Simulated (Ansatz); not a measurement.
Levels about the gap of amorphous Si24O53Nb2 (79 atoms in a cell of 1183 Å³, 2.40 g/cm³; zone centre alone, so wide bands show as single levels with stretches between that a denser mesh fills), at the geometry that PBE relaxed, where it gives 1.6 GPa on a denser mesh. The participation number counts the atoms over which a state spreads; weights are charges in smoothed Voronoi cells. The levels come from a single point, so bond lengths are those of that geometry. Method of the levels: PBE, scalar-relativistic without spin-orbit coupling (Ansatz, an electronic-structure program). Sampling: the zone centre alone; Fermi-Dirac width 0.02 eV; no spin polarisation. At PBE the levels at both edges of the gap are localised (band-tail or defect states), and the nearest spread-out levels lie 5.2 eV apart at the zone centre.

Preparation: random packing, a CHGNet melt and quench, and a DFT relaxation. O atoms were pushed apart under 1.9 Å during the dynamics, to hinder bonds among them. The hot cell started wider than the set density and was brought back towards it in steps. It is the lowest in DFT energy of 2 quenches. It is a model cell: composition and starting density were chosen by hand, and all elements were melted together. No dispersion term was used. Its density started from a set value of 2.40 and ended at 2.40 g/cm³. The simulated quench (nominally 480 K/ps over its main leg) is rapid and tends to freeze in more defects than a deposited or slowly cooled glass has. One small periodic cell is one sample of the glass; other quenches scatter about these values. The volume was held where the preparation left it and the shape relaxed, at a PBE pressure of 1.6 GPa. Stress components on the final sampling reach 1.6 GPa.

| E - E(highest filled), eV | filling | participation number | largest on | weight O | weight Nb | weight Si |
|---|---|---|---|---|---|---|
| -0.91 | filled | 6.4 | O, 2 neighbours | 0.95 | 0.02 | 0.03 |
| -0.87 | filled | 7.1 | O, 2 neighbours | 0.96 | 0.01 | 0.04 |
| -0.74 | filled | 4.5 | O, 1 neighbours | 0.89 | 0.08 | 0.03 |
| -0.36 | filled | 3.1 | O, 1 neighbours | 0.93 | 0.05 | 0.02 |
| -0.32 | filled | 3.4 | O, 1 neighbours | 0.92 | 0.05 | 0.03 |
| -0.19 | filled | 2.1 | O, 2 neighbours | 0.95 | 0.01 | 0.05 |
| 0.00 | filled | 3.1 | O, 2 neighbours | 0.93 | 0.03 | 0.04 |
| 2.94 | empty | 2.4 | Nb, 5 neighbours | 0.32 | 0.63 | 0.04 |
| 3.50 | empty | 2.6 | Nb, 5 neighbours | 0.37 | 0.59 | 0.04 |
| 4.08 | empty | 3.1 | Nb, 5 neighbours | 0.38 | 0.54 | 0.08 |
| 4.23 | empty | 7.2 | Nb, 5 neighbours | 0.50 | 0.35 | 0.15 |
| 4.35 | empty | 13.5 | Nb, 5 neighbours | 0.57 | 0.25 | 0.18 |
| 4.56 | empty | 2.6 | Nb, 5 neighbours | 0.35 | 0.60 | 0.05 |
| 4.76 | empty | 2.8 | Nb, 5 neighbours | 0.38 | 0.58 | 0.04 |

Most localised among these is the filled level at -0.19 eV, on a O atom, which has 2 neighbours (Si 1.58 Å, Nb 2.20 Å).
